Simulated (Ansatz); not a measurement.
KTaO3 (Pm-3m), Ansatz (a program for electronic structure) with PBEsol, rigid bands: N_c = 5.37e19 cm⁻³ at 300 K and an electron conductivity mass of 0.427 mₑ.

### Question
For 1e17 electrons per cm³ at 300 K, place the Fermi level, estimate the Seebeck coefficient of a parabolic band with constant τ, and give mobility and conductivity for τ = 10 fs.

### Answer
The level lies k_BT ln(N_c/n) = 0.163 eV below the conduction-band minimum. S ≈ −(k_B/e)[ln(N_c/n) + 5/2] = -757 μV/K, against -760 μV/K from the full bands (mean over directions). μ = eτ/m = 41.2 cm²/(V·s) and σ = neμ = 0.660 S/cm. τ is assumed, not computed.

Band transport and this doping are assumed; polarons and phonon drag are left out. Spin-orbit coupling is left out; with 5d elements it also splits d-like band edges.
